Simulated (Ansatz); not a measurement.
## A constructed model of the (111) surface of fcc Pd, p(2x2) layer of Bi, one a cell, on the site that continues the host's stacking (bottom of the slab: a bare face, its two planes held)

Computed with PBE (plane waves to 420 eV, PAW; Ansatz, an electronic-structure program).

Set-up: 25 atoms, 13.9 Å thick at the start; mesh 8x8x1; 0.1 eV smearing; dipole correction on; 8 atoms held, the rest relaxed; start symmetry kept, larger cells not searched; no spin, no spin-orbit, no U. It is one candidate, not shown to be the stable structure of the face.

The work function of the top face comes out as 3.91 eV. The energy released by relaxation is 0.82 eV and the cost is around 21 core-minutes (rough).
